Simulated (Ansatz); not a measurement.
Functionals compared on a constructed model of the (100) surface of fcc Pt, a pseudomorphic layer of Cu in the host's stacking (bottom of the slab: a bare face, its two planes held), in Ansatz (plane waves, PAW). The structure was relaxed with PBE; the other rows are single points on it. Cutoff 420 eV (500 eV for r2SCAN).

Model: 7-atom slab, 11.9 Å thick at the start, 13x13x1 mesh, Fermi-Dirac 0.1 eV, dipole correction, 2 atoms held, the rest relaxed; start symmetry kept, larger cells not searched; no spin, no spin-orbit, no U. It is one candidate, not shown to be the stable structure of the face. These notes are the PBE run's.

```
functional  work function of the top face (eV)           rough cost of the single point
----------  ----------------------------------  ---------------------------------------
PBE                                       4.39                                        –
RPBE                                      4.21                  roughly 60 core-seconds
r2SCAN                                     ___  about 110 core-seconds (a rough figure)
```

Q: Complete the blanks.

A: 
- r2SCAN, work function of the top face (eV): 4.35

Ansatz is an electronic-structure program.
